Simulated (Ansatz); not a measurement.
Results of r²SCAN-D4 (Ansatz, a program for electronic structure, PAW) for CsCl-type NaH (model structure).

Run with plane-wave cutoff 500 eV, 10×10×10 k mesh, gaussian smearing 0.02 eV, scalar-relativistic PAW data made under PBE.

Cell (relaxed at this level):

```cif
data_HNa
_chemical_formula_sum 'Na1 H1'
_space_group_name_H-M_alt 'P 1'
_space_group_IT_number 1
_cell_length_a 3.04163
_cell_length_b 3.04163
_cell_length_c 3.04163
_cell_angle_alpha 90.000
_cell_angle_beta 90.000
_cell_angle_gamma 90.000
loop_
_space_group_symop_operation_xyz
  'x, y, z'
loop_
_atom_site_label
_atom_site_type_symbol
_atom_site_fract_x
_atom_site_fract_y
_atom_site_fract_z
_atom_site_occupancy
Na1 Na 0.00000 0.00000 0.00000 1
H1 H 0.50000 0.50000 0.50000 1
```

Problem. Give the computed band gap.

Solution. 
band gap: 1.59 eV (on the SCF k mesh)

Note: a distance lies near a switch of the dispersion term, which can move the cell; the relaxation could raise the start's symmetry but not lower it, so the cell can be a saddle point.

It cost very roughly 20 core-seconds of CPU time.

A model structure was made by putting elements into a prototype or built by hand; it is no filed structure, need not be a known phase, and can be a saddle point held by its symmetry.
